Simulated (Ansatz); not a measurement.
The parent structure is SiC in the wurtzite structure (space group P6_3mc, No. 186; a = 3.0564 Å, c = 5.0158 Å). Axes: x lies along a and z along c of the hexagonal cell.

Level of theory: LDA (Ansatz, a program for electronic structure, PAW, scalar-relativistic without spin-orbit coupling).

Strains are applied to the cell and any free atomic positions relax.

One change was made to it. Results:

| quantity | base | after |
|---|---|---|
| pressure (mean of the normal stresses, compression positive) | 0.00 GPa | -6.25 GPa |
| energy relative to the base (free energy F) | 0 meV/atom | +15 meV/atom |

Q: Name the change that was made.
A. uniaxial strain ε_zz = +2.40 %
B. uniaxial strain ε_zz = +1.80 %
C. uniaxial strain ε_zz = +0.60 %
D. uniaxial strain ε_zz = +3.00 %
E. uniaxial strain ε_zz = +1.20 %

A: D, uniaxial strain ε_zz = +3.00 %. For comparison, the energy relative to the base in the other runs: uniaxial strain ε_zz = +1.80 % gives +5.6 meV/atom; uniaxial strain ε_zz = +1.20 % gives +2.5 meV/atom; uniaxial strain ε_zz = +0.60 % gives +0.6 meV/atom; uniaxial strain ε_zz = +2.40 % gives +9.9 meV/atom.

Stability against distortions was not tested.
